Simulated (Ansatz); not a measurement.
The starting structures come from a database of crystals and need not be the phases stable at ambient conditions.

 Where the default PAW files enter, the runs use the earlier of Ansatz's two default sets.

Crystal: Li₂H₆Pt (Fm-3m, not sure to be the ambient phase, 9 atoms a cell, 8.2 Å³ an atom); planes in its conventional cell.

All values below come from r2SCAN (plane waves, PAW; Ansatz, a program for electronic structure).

The gap is the functional's own, uncorrected, and κ follows it; spin-orbit coupling is left out. Mid-gap values are interpolated between the computed energies.

```tsv
plane	area of the cell (Å²)	mid-gap κ (1/Å)	largest κ in the gap (1/Å)
(001)	22.1	0.33	0.34
(110)	31.3	(withheld)	(withheld)
(111)	19.1	(withheld)	0.33
```

Q: The slowest decay depends on the direction. Supply the withheld values.

A: 
- (110), mid-gap κ (1/Å): 0.30
- (110), largest κ in the gap (1/Å): 0.31
- (111), mid-gap κ (1/Å): 0.32
